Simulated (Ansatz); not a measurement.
Ansatz (a quantum-chemistry and plane-wave program) run on SrAl₂ (P1, 6 atoms in the cell): self-consistent single point.

Method of the run: LDA (PW92), PAW files made with PBE (plane waves; Ansatz).

The change in words: lattice scaled by 0.98. Reference geometry:
```
SrAl2
1.0
    0.00000     4.12875     4.12875
    4.12875     0.00000     4.12875
    4.12875     4.12875     0.00000
Sr Al
2 4
Direct
  0.99724   0.01057   0.99634
  0.25219   0.25431   0.23931
  0.63356   0.62478   0.61771
  0.11790   0.61619   0.63654
  0.62857   0.62637   0.13227
  0.62055   0.11778   0.62784
```

Reference input (self-consistent single point, DFT, LDA (PW92), plane waves, PAW files made with PBE): basis.ecutwfc = 420 eV; kpoints.mp_grid.grid = 4 4 4; hamiltonian.xc = lda; hamiltonian.pseudopotentials = {kind: paw} (the program's default PAW files); scf.occupations.method = fermi_dirac; scf.occupations.width = 0.05 eV. This run's input differs from it in these lines:

Ansatz 0.2 input:
```diff
@@ -3,12 +3,12 @@
   lattice:
-    - [0.000000, 4.128745, 4.128745]
-    - [4.128745, 0.000000, 4.128745]
-    - [4.128745, 4.128745, 0.000000]
+    - [0.000000, 4.046170, 4.046170]
+    - [4.046170, 0.000000, 4.046170]
+    - [4.046170, 4.046170, 0.000000]
   atoms:
-    - { symbol: Sr, position_ang: [0.028530, -0.026523, 0.032237] }
-    - { symbol: Sr, position_ang: [2.038043, 2.029258, 2.091209] }
-    - { symbol: Al, position_ang: [5.129924, 5.166146, 5.195361] }
-    - { symbol: Al, position_ang: [5.172182, 3.114866, 3.030858] }
-    - { symbol: Al, position_ang: [3.132215, 3.141306, 5.181302] }
-    - { symbol: Al, position_ang: [3.078454, 5.154296, 3.048385] }
+    - { symbol: Sr, position_ang: [0.027959, -0.025993, 0.031592] }
+    - { symbol: Sr, position_ang: [1.997283, 1.988672, 2.049385] }
+    - { symbol: Al, position_ang: [5.027326, 5.062823, 5.091454] }
+    - { symbol: Al, position_ang: [5.068738, 3.052568, 2.970241] }
+    - { symbol: Al, position_ang: [3.069570, 3.078480, 5.077676] }
+    - { symbol: Al, position_ang: [3.016885, 5.051210, 2.987417] }
 basis:
```

The program printed (abridged):

```
SCF iter   1: F=—  HF=-8942.329219 eV  |F-HF|=—  |Δ(HF+E_count)|=         —  Δρ=1.67e-2  dr2=5.64e-1  ethr=3.10e-3  ⟨swp⟩=11.1  Hψ=6170  notcnv=0
all-band conjugate gradients solve this SCF's bands
preconditioner: auto → Kerker (q_TF=auto, 2.153 Å⁻¹)
SCF iter   2: F=—  HF=-8942.165832 eV  |F-HF|=—  |Δ(HF+E_count)|=   1.63e-1  Δρ=1.10e-2  dr2=2.42e-1  ethr=1.76e-3  ⟨swp⟩=1.2  Hψ=1088  notcnv=0
   [... lines left out ...]
SCF iter   4: F=—  HF=-8942.061770 eV  |F-HF|=—  |Δ(HF+E_count)|=   4.32e-4  Δρ=3.30e-4  dr2=1.98e-4  ethr=7.26e-6  ⟨swp⟩=2.2  Hψ=1156  notcnv=0  defer=19
SCF iter   5: F=—  HF=-8942.061712 eV  |F-HF|=—  |Δ(HF+E_count)|=   5.76e-5  Δρ=6.23e-5  dr2=1.47e-5  ethr=6.19e-7  ⟨swp⟩=1.9  Hψ=1158  notcnv=0  defer=19
SCF iter   6: F=—  HF=-8942.061706 eV  |F-HF|=—  |Δ(HF+E_count)|=   5.69e-6  Δρ=1.38e-5  dr2=5.31e-7  ethr=4.61e-8  ⟨swp⟩=2.0  Hψ=1001  notcnv=0  defer=19
SCF iter   7: F=-8942.061706 eV  HF=-8942.061706 eV  |F-HF|=3.67e-10  |Δ(HF+E_count)|=   1.10e-7  Δρ=1.91e-6  dr2=3.81e-9  ethr=3.13e-10  ⟨swp⟩=10.5  Hψ=4354  notcnv=0
SCF 1 converged in 7 iterations: F = -8942.061706 eV  dr2 = 3.81e-9
Free energy (F): -8942.061706 eV
Internal energy: -8942.029584 eV  (E = F + TS)
E sigma→0 (E₀):  -8942.045645 eV
Entropy (-TS):   -0.032122 eV (-5.354 meV/atom)
Fermi energy:    7.681536 eV
--- Forces (eV/Å), atoms counted from 1 ---
  atom   1  Sr    -0.16637434     0.13090293    -0.18383277
  atom   2  Sr     0.14533168     0.20044063    -0.10989644
  atom   3  Al     0.06834311    -0.10770004    -0.10025417
  atom   4  Al    -0.08147198    -0.06475851     0.28438709
  atom   5  Al    -0.05835254    -0.12209870    -0.07883916
  atom   6  Al     0.09252610    -0.03678819     0.18843522
--- Stress (GPa, compression-positive) ---
        0.304516       0.056533       0.009178
        0.056533       0.347217      -0.128785
        0.009178      -0.128785       0.308361
  P = ⅓ Tr σ = 0.3200 GPa (3.200 kbar)
  The stress holds the Pulay correction. Without it, at fixed plane waves, as pw.x and ABINIT print it: P = 0.3052 GPa
```

The run converged in 7 iterations. Against the reference run the free energy goes down by 10.9 meV/atom, the pressure goes from -2.68 to 0.32 GPa and the largest force goes from 0.235 to 0.303 eV/Å.

The starting cell comes from a database of computed structures (which also holds hypothetical and non-ambient phases and stackings), without a prior relaxation at this level. Its atoms were displaced at random from the sites of space group no. 227. For this run, on top of that: lattice scaled by 0.98. Ansatz's pressure includes its estimate of the finite-basis (Pulay) stress.
